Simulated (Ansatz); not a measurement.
Here is the system:

End structure of the (111) surface of fcc Pd, clean 1x1 (bottom of the slab: a bare face, its two planes held):

```
CELL_PARAMETERS angstrom
      2.78861     0.00000     0.00000
     -1.39431     2.41501     0.00000
      0.00000     0.00000    27.50000
ATOMIC_POSITIONS crystal
  Pd 0.33333 0.66667 0.29301
  Pd 0.66667 0.33333 0.37581
  Pd 0.00000 0.00000 0.45835
  Pd 0.33333 0.66667 0.54115
  Pd 0.66667 0.33333 0.62368
  Pd 0.00000 0.00000 0.70666
```

Set-up: 6 atoms, 11.4 Å thick at the start with caps and adatoms (thin: gaps and levels are the slab's own); mesh 15x15x1; 0.1 eV smearing; dipole correction on; single point; on the structure that PBE left under its start's symmetry; no spin, no spin-orbit, no U.

Problem. What work function of the top face does Ansatz (a program for electronic structure) with r2SCAN, at the PBE geometry give?

Solution. 5.20 eV
